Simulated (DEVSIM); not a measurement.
Device: InP/In0.53Ga0.47As p-n heterojunction, at 300 K.

| layer (left to right) | material | thickness (μm) | Nd (cm⁻³) | Na (cm⁻³) | τn (s) | τp (s) |
|---|---|---|---|---|---|---|
| 1 | InP | 0.720 | - | 1.3e17 | 6.2e-10 | 6.2e-10 |
| 2 | In0.53Ga0.47As | 0.230 | 2.9e16 | - | 6.2e-10 | 6.2e-10 |

Left contact: ohmic. Right contact: ohmic. Voltage is applied to the left contact. Recombination: SRH at mid-gap, Auger. Mobility is μmin + (μ − μmin)/(1 + (N/Nref)^α).

The device is made up for the run: typed textbook-type constants, with dimensions and the other settings drawn at random. Values at 300 K.

```csv
parameter,InP,In0.53Ga0.47As
gap (eV),1.344,0.74
affinity (eV),4.38,4.51
permittivity,12.5,13.9
Nc (cm⁻³),5.7e17,2.1e17
Nv (cm⁻³),1.1e19,7.7e18
μn (cm²/Vs),5200,12000
μp (cm²/Vs),170,300
"μn,min",400,300
"μp,min",10,10
"Nref,n",3e17,1.3e17
"Nref,p",4.9e17,4.9e17
αn,0.47,0.48
αp,0.62,0.4
Cn (cm⁶/s),9e-31,5e-29
Cp (cm⁶/s),9e-31,5e-29
```

DEVSIM, 1D drift-diffusion, Boltzmann statistics, complete ionisation; no tunnelling, impact ionisation, image-force lowering or self-heating. Band offsets follow the typed affinities; no thermionic-emission limit at abrupt steps, no polarisation charge.

Q: Tabulate band edges, carrier densities and field at 0.7 V on the left contact.

A: Energies count from the Fermi level of the right contact; mesh points crowd at the junctions.

```csv
x (μm),Ec (eV),Ev (eV),n (cm⁻³),p (cm⁻³),field (V/cm)
0.000,0.529,-0.815,< 1e2,1.3e17,38
0.004784,0.529,-0.815,4800000,1.3e17,38
0.01351,0.529,-0.815,1.4e7,1.3e17,38
0.03158,0.529,-0.815,3.2e7,1.3e17,38
0.08352,0.530,-0.814,8.4e7,1.3e17,38
0.1635,0.530,-0.814,1.6e8,1.3e17,38
0.3289,0.530,-0.814,3.3e8,1.3e17,38
0.5551,0.531,-0.813,5.5e8,1.3e17,37
0.6357,0.531,-0.813,6.3e8,1.3e17,-380
0.6799,0.513,-0.831,1.4e9,6.3e16,-14000
0.7013,0.453,-0.891,1.4e10,6.1e15,-45000
0.7151,0.373,-0.971,3.1e11,2.0e14,-71000
0.7200,0.336,-1.008,1.3e12,4.3e10,-77000
0.7240,0.182,-0.558,1.8e14,2.5e17,-50000
0.7363,0.138,-0.602,1.0e15,4.5e16,-27000
0.7564,0.097,-0.643,5.0e15,8.9e15,-15000
0.7924,0.063,-0.677,1.8e16,2.2e15,-4900
0.8563,0.052,-0.688,2.9e16,8.9e14,-380
0.9132,0.051,-0.689,2.9e16,3.4e14,28
0.9327,0.051,-0.689,2.9e16,1.6e14,51
0.9435,0.051,-0.689,2.9e16,6.0e13,56
0.9500,0.051,-0.689,2.9e16,2.1e7,57
```
